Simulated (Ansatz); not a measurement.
Terminations of the (111) surface of fcc Rh, measured from the surface 'clean 1x1'. Atoms come from or go to: Cl: ½ Cl2(g), Cr: bcc Cr, antiferromagnetic, Fe: bcc Fe, ferromagnetic, Pb: fcc Pb, Pd: fcc Pd, Pt: fcc Pt, Rh: fcc Rh, Te: trigonal Te, Ti: hcp Ti, Zn: hcp Zn. ΔE is the energy of forming the row's surface from that one (negative: more stable at these reservoirs); the vacuum level's shift is aligned on the shared bottom. No zero-point or thermal terms. These are constructed structures in small cells; real faces may alloy, dewet or reconstruct in larger ones, and not all known structures of the face are among them. Slabs of about 11 Å, Fermi-Dirac smearing of 0.1 eV. Bottom of the slabs: a bare face, its two planes held. Relaxed from the named starts with such symmetry as they have, on meshes of like density; energies extrapolated to zero smearing; spin only where a row says so; no spin-orbit coupling, no U. Brackets mark spin-polarised runs, whose order is one that fits the cell. A dash marks a value that is undefined for that row (no clear gap, or no work function of a gapped slab) or was not read reliably on its mesh.

Calculation: PBE (plane waves to 420 eV, PAW; Ansatz, a quantum-chemistry and plane-wave program).

```json
[
 {"surface": "p(2x2) layer of Pb, one a cell, on the site that continues the host's stacking", "atoms added per 1x1": "+0.25 Pb", "ΔE per 1x1 (eV)": "-0.32", "shift of the vacuum level (eV)": "-1.18", "work function (eV)": "3.96"},
 {"surface": "a layer of Cr in place of the second plane [spin start, no net moment]", "atoms added per 1x1": "+1 Cr, -1 Rh", "ΔE per 1x1 (eV)": "-0.39", "shift of the vacuum level (eV)": "-0.49", "work function (eV)": "4.62"},
 {"surface": "a pseudomorphic layer of Pd in the host's stacking", "atoms added per 1x1": "+1 Pd", "ΔE per 1x1 (eV)": "-0.25", "shift of the vacuum level (eV)": "-0.08", "work function (eV)": "5.08"},
 {"surface": "a pseudomorphic layer of Zn in the other hollow", "atoms added per 1x1": "+1 Zn", "ΔE per 1x1 (eV)": "-0.76", "shift of the vacuum level (eV)": "-0.70", "work function (eV)": "4.45"},
 {"surface": "one row in 2 of the top plane missing", "atoms added per 1x1": "-0.5 Rh", "ΔE per 1x1 (eV)": "0.46", "shift of the vacuum level (eV)": "-0.91", "work function (eV)": "4.24"},
 {"surface": "top plane shifted to the other hollow", "atoms added per 1x1": "none", "ΔE per 1x1 (eV)": "?", "shift of the vacuum level (eV)": "0.08", "work function (eV)": "5.23"},
 {"surface": "a pseudomorphic layer of Pt in the other hollow", "atoms added per 1x1": "+1 Pt", "ΔE per 1x1 (eV)": "-0.31", "shift of the vacuum level (eV)": "0.42", "work function (eV)": "5.57"},
 {"surface": "p(2x2) layer of Te, one a cell, on the site that continues the host's stacking", "atoms added per 1x1": "+0.25 Te", "ΔE per 1x1 (eV)": "?", "shift of the vacuum level (eV)": "-0.74", "work function (eV)": "4.41"},
 {"surface": "(√3x√3)R30° layer of Cl, one a cell, on the site that continues the host's stacking", "atoms added per 1x1": "+0.333 Cl", "ΔE per 1x1 (eV)": "?", "shift of the vacuum level (eV)": "-0.08", "work function (eV)": "5.07"},
 {"surface": "a pseudomorphic layer of Fe in the host's stacking [spin, 3.0 μB a cell]", "atoms added per 1x1": "+1 Fe", "ΔE per 1x1 (eV)": "0.20", "shift of the vacuum level (eV)": "-0.63", "work function (eV)": "4.52"},
 {"surface": "(√3x√3)R30°, one Rh site of the top plane empty", "atoms added per 1x1": "-0.333 Rh", "ΔE per 1x1 (eV)": "0.39", "shift of the vacuum level (eV)": "-0.58", "work function (eV)": "4.57"},
 {"surface": "a layer of Ti in place of the third plane", "atoms added per 1x1": "-1 Rh, +1 Ti", "ΔE per 1x1 (eV)": "?", "shift of the vacuum level (eV)": "0.08", "work function (eV)": "5.27"}
]
```

Complete the blanks.


- top plane shifted to the other hollow, ΔE per 1x1 (eV): 0.05
- p(2x2) layer of Te, one a cell, on the site that continues the host's stacking, ΔE per 1x1 (eV): -0.54
- (√3x√3)R30° layer of Cl, one a cell, on the site that continues the host's stacking, ΔE per 1x1 (eV): -0.64
- a layer of Ti in place of the third plane, ΔE per 1x1 (eV): -0.75
